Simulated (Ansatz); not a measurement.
**HfN: pressure series**

Consider HfN in the rock salt structure (space group Fm-3m, No. 225; a = 4.548 Å).

Cell and atoms are relaxed at each pressure.

Method: DFT with PBE, PAW potentials and a 420 eV plane-wave cutoff in Ansatz (a quantum-chemistry and plane-wave program), spin-orbit coupling left out, earlier PAW set.

Notes on the quantities. enthalpy: H = E + PV relative to the base's energy.

| variant | volume per atom | enthalpy |
|---|---|---|
| base | 11.76 Å³ | – |
| pressure −2 GPa | 11.85 Å³ | -0.15 eV/atom |
| pressure −1 GPa | 11.80 Å³ | -0.07 eV/atom |
| pressure 3 GPa | 11.63 Å³ | +0.22 eV/atom |
| pressure 7 GPa | 11.47 Å³ | +0.51 eV/atom |
| pressure 15 GPa | 11.17 Å³ | +1.07 eV/atom |
| pressure 30 GPa | 10.71 Å³ | +2.10 eV/atom |
| pressure 50 GPa | 10.21 Å³ | +3.40 eV/atom |
| pressure 75 GPa | 9.72 Å³ | +4.95 eV/atom |
| pressure 100 GPa | 9.32 Å³ | +6.44 eV/atom |

Load acts through the strain it causes; cell and atoms are relaxed under it. No phonon test of stability was made. No other phases were tried under pressure. All final runs are without spin polarisation. An odd electron count without spin: HfN.
